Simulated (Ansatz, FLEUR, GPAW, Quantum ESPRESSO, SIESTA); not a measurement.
# One structure in several programs: BaCdSbF (P1, 8 atoms in the cell)

Self-consistent single point, at a second geometry (atoms moved at random). First geometry:

```
BaCdSbF
1.0
    4.63263     0.00000     0.00000
    0.00000     4.63263     0.00000
    0.00000     0.00000     9.80636
Ba Cd Sb F
2 2 2 2
Direct
  0.00000   0.50000   0.64049
  0.50000   0.00000   0.35951
  0.50000   0.50000   0.00000
  0.00000   0.00000   0.00000
  0.00000   0.50000   0.18461
  0.50000   0.00000   0.81539
  0.50000   0.50000   0.50000
  0.00000   0.00000   0.50000
```

Second geometry:
```xyz
8
Lattice="4.6326 0.0000 0.0000 0.0000 4.6326 0.0000 0.0000 0.0000 9.8064" Properties=species:S:1:pos:R:3 pbc="T T T"
Ba    -0.0098     2.3350     6.2781
Ba     2.2853     0.0572     3.5425
Cd     2.3393     2.2041    -0.0114
Cd    -0.0152    -0.0012     0.0039
Sb     0.0442     2.3263     1.8567
Sb     2.2691     0.0510     7.9986
F      2.3687     2.3167     4.8707
F     -0.0162    -0.0239     4.8800
```

Shared settings, as Ansatz (a program for electronic structure) writes them: kpoints.mp_grid.grid = 3 3 2; scf.occupations.method = fermi_dirac; scf.occupations.width = 0.01 eV. Potentials and cutoffs stand in the table.

```tsv
code	model	ΔF from the first geometry (meV/atom)	pressure (GPa)	largest force (eV/Å)	gap on the mesh (eV)	cutoff
FLEUR	PBEsol, all-electron FLAPW (FLEUR), scalar-relativistic valence	6.1	–	0.545	0.287	Kmax 3.9 1/bohr
Quantum ESPRESSO	PBEsol, GBRV 1.5 ultrasoft (PBESOL) pseudopotentials	6.2	-1.89	0.543	0.280	40 Ry
Ansatz	PBEsol, PAW files made with PBE	5.9	-2.11	0.535	0.285	default
SIESTA	GGA PBEsol, numerical atomic orbitals DZP, PseudoDojo PBEsol standard norm-conserving potentials (rewritten from UPF to PSML)	9.2	-0.50	0.660	0.443	grid 300 Ry
GPAW	PBEsol, GPAW PAW datasets PBEsol (made by gpaw-setup)	6.6	–	0.524	0.291	900 eV
```

Size of the force on each atom (eV/Å): Sizes of forces hide their directions.

```csv
code,Ba1,Ba2,Cd3,Cd4,Sb5,Sb6,F7,F8
FLEUR,0.055,0.240,0.545,0.183,0.230,0.429,0.205,0.150
Quantum ESPRESSO,0.024,0.285,0.543,0.186,0.218,0.434,0.219,0.156
Ansatz,0.054,0.235,0.535,0.182,0.238,0.414,0.203,0.149
SIESTA,0.277,0.586,0.660,0.221,0.210,0.551,0.281,0.175
GPAW,0.025,0.290,0.524,0.180,0.295,0.375,0.223,0.157
```

A dash marks a value that a program does not give, or that is left out as unsure.

Gaps are read on the mesh.

On Ansatz's run: spin-orbit coupling is off.

The spread over the programs that give each value: ΔF from the first geometry within 3.3 meV/atom; pressure within 1.61 GPa; largest force within 0.136 eV/Å; gap on the mesh within 0.163 eV.

SIESTA uses small atom-centred bases, whose incompleteness enters pressures, forces and empty levels differently from a plane-wave cutoff. FLEUR treats all electrons, but the usual bases taken here (sphere radii, linearisation, local orbitals, empty states) were not tested for convergence, so the values are no reference for the others. Ansatz's pressure is given at a fixed set of plane waves, as the other plane-wave codes print theirs; with its correction for the finite basis it is -2.02 GPa. The pressure of GPAW is left out: its cutoff lies under the one at which its stress was checked. In the pressure, SIESTA (by 1.50) lies more than 1 GPa from the median of the plane-wave programs. In the gap, SIESTA (by 0.158) lies more than 0.12 eV from the median of the plane-wave programs. In the force vectors, SIESTA (by 0.320) lies more than 0.08 eV/Å from the median of the plane-wave programs.

The starting cell comes from a database of computed structures (which also holds hypothetical and non-ambient phases and stackings), without a prior relaxation at this level. For this run, on top of that: atoms moved at random.

Left out of this page: CP2K (unsound by tests on forces, stress, charge or solver warnings).

Keys are those of Ansatz 0.2.
